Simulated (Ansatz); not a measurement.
Density of states of MgS (Fm-3m) below the valence band maximum, r2SCAN with spin-orbit coupling, rigid bands (Ansatz, a first-principles code); cell volume 35.2 Å³.

```csv
energy from edge (eV),10⁻³ states/eV/cell
0.006,42.8
0.031,139
0.056,244
0.081,342
0.106,432
0.131,500
0.156,559
0.181,611
0.206,660
0.231,708
0.256,754
0.281,803
0.319,869
0.344,913
0.369,962
0.394,1010
0.419,1060
0.444,1120
0.469,1170
0.494,1230
0.519,1300
0.544,1370
0.569,1450
0.594,1550
```

What effective density of states at 300 K does this give (∫ g(E) exp(−E/k_BT) dE, both spins, divided by the cell's size)?

8.7e19 cm⁻³, a density-of-states mass of 2.3 mₑ, valleys and band degeneracy included.

Geometry: cell and atoms relaxed with r2SCAN.
